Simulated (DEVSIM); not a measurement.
Device: In0.53Ga0.47As p-n junction from an implanted or diffused profile, at 400 K.

| layer (left to right) | material | thickness (μm) | Nd (cm⁻³) | τn (s) | τp (s) |
|---|---|---|---|---|---|
| 1 | In0.53Ga0.47As | 81.0 | 1.1e16 | 7e-10 | 7e-10 |

Added acceptor profile: 3.5e17 cm⁻³ × exp(−(x − 0.046 μm)²/(2·(0.058 μm)²)). Left contact: ohmic. Right contact: ohmic. Voltage is applied to the left contact. Recombination: SRH at mid-gap. Mobility is μmin + (μ − μmin)/(1 + (N/Nref)^α).

The device is made up for the run: typed textbook-type constants, with dimensions and the other settings drawn at random. Values at 300 K; Nc and Nv go as T^1.5, mobilities as T to minus their exponent, the gap by Varshni's rule with the affinity fixed.

```
parameter         In0.53Ga0.47As
----------------  --------------
gap (eV)                    0.74
affinity (eV)               4.51
permittivity                13.9
Nc (cm⁻³)                 2.1e17
Nv (cm⁻³)                 7.7e18
μn (cm²/Vs)                12000
μp (cm²/Vs)                  300
μn,min                       300
μp,min                        10
Nref,n                    1.3e17
Nref,p                    4.9e17
αn                          0.48
αp                           0.4
T exponent of μn             1.6
T exponent of μp             1.6
Varshni α (eV/K)         0.00035
Varshni β (K)                190
```

DEVSIM, 1D drift-diffusion, Boltzmann statistics, complete ionisation; no tunnelling, impact ionisation, image-force lowering or self-heating.

The temperature was swept, all else fixed.

| temperature (K) | potential step across the device at zero bias (V) | dark forward voltage at 100 A/cm² (V) |
|---|---|---|
| 250 | 0.629 | 0.550 |
| 300 | 0.575 | 0.490 |
| 350 | 0.518 | 0.426 |
| 400 | 0.459 | 0.361 |
| 450 | 0.398 | ___ |
| 500 | 0.336 | 0.233 |

What belongs in the gaps?


- 450, dark forward voltage at 100 A/cm² (V): 0.296
